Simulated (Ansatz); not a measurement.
The starting structures come from a database of crystals and need not be the phases stable at ambient conditions.

Inside the gap of an insulator the Bloch states are evanescent, with a wavenumber k + iκ along the transport direction.

Here is the system:

```
CELL_PARAMETERS angstrom
      4.17686     0.00000     0.00000
      0.00000     4.17686     0.00000
      0.00000     0.00000     4.27499
ATOMIC_POSITIONS crystal
  Sr 0.50000 0.50000 0.55898
  Zr 0.00000 0.00000 0.00460
  O  0.00000 0.00000 0.47900
  O  0.50000 0.00000 0.95071
  O  0.00000 0.50000 0.95071
```

Space group of this cell: P4mm. The cell is taken as given; by PBEsol its mean pressure is -7.1 GPa.

Transport runs along the normal of the first two printed cell vectors, the (001) plane of the conventional cell.

The gap is the functional's own, uncorrected, and κ follows it; spin-orbit coupling is left out. Mid-gap values are interpolated between the computed energies.

**Question.** Give the band gap and the smallest decay constant κ at mid-gap that PBEsol run with Ansatz (an electronic-structure program) yields.

**Answer.** Gap 3.25 eV on a 8×8×8 mesh; κ = 0.286 1/Å, at the zone centre.
